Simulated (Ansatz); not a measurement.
Levels about the gap of amorphous Al₁₂Sb₁₂Se₃₆ (60 atoms in a cell of 1630 Å³, 4.71 g/cm³; zone centre alone, so wide bands show as single levels with stretches between that a denser mesh fills), at the geometry that PBE-D3(BJ) relaxed, where it gives 0.0 GPa on a denser mesh. The participation number counts the atoms over which a state spreads; weights are charges in smoothed Voronoi cells. The levels come from a single point, so bond lengths are those of that geometry. Method of the levels: PBE-D3(BJ), scalar-relativistic without spin-orbit coupling, PAW (Ansatz default set, large-core Se) (Ansatz, a program for electronic structure). Sampling: the zone centre alone; Fermi-Dirac width 0.05 eV; no spin polarisation.

It comes from a melt-quench run on a machine-learned potential (CHGNet), relaxed afterwards by DFT. The hot cell started wider than the set density and was brought back towards it in steps. It is the lowest in DFT energy of 3 quenches. It is a model cell: composition and starting density were chosen by hand, and all elements were melted together. The geometry includes D3(BJ) dispersion. Its density started from a set value of 4.42 and ended at 4.71 g/cm³. Cooling (nominally 79 K/ps over its main leg) ran many orders faster than in experiment, which tends to leave more defects and strain. Values belong to this one cell and scatter from quench to quench. Volume and shape were free in the relaxation.

```
E - E(highest filled), eV  filling  participation number        largest on  weight Se  weight Sb  weight Al
-------------------------  -------  --------------------  ----------------  ---------  ---------  ---------
-0.59                       filled                  21.4  Se, 2 neighbours       0.83       0.11       0.06
-0.52                       filled                  24.8  Se, 3 neighbours       0.84       0.10       0.06
-0.48                       filled                  25.2  Se, 3 neighbours       0.80       0.15       0.06
-0.33                       filled                   6.9  Se, 2 neighbours       0.83       0.10       0.06
-0.31                       filled                  24.9  Se, 2 neighbours       0.82       0.12       0.06
-0.23                       filled                  25.5  Se, 3 neighbours       0.76       0.18       0.06
0.00                        filled                  18.0  Sb, 3 neighbours       0.62       0.34       0.05
1.02                         empty                  26.0  Sb, 4 neighbours       0.45       0.46       0.08
1.12                         empty                  24.3  Sb, 4 neighbours       0.48       0.46       0.07
1.23                         empty                  24.3  Sb, 4 neighbours       0.45       0.45       0.09
1.29                         empty                  23.1  Sb, 3 neighbours       0.43       0.47       0.10
1.36                         empty                  26.8  Sb, 4 neighbours       0.46       0.48       0.06
1.39                         empty                  24.9  Sb, 4 neighbours       0.45       0.46       0.08
1.52                         empty                  30.9  Sb, 4 neighbours       0.47       0.46       0.06
```

Most localised among these is the filled level at -0.33 eV, on a Se atom, which has 2 neighbours (Al 2.36 Å, Al 2.45 Å).
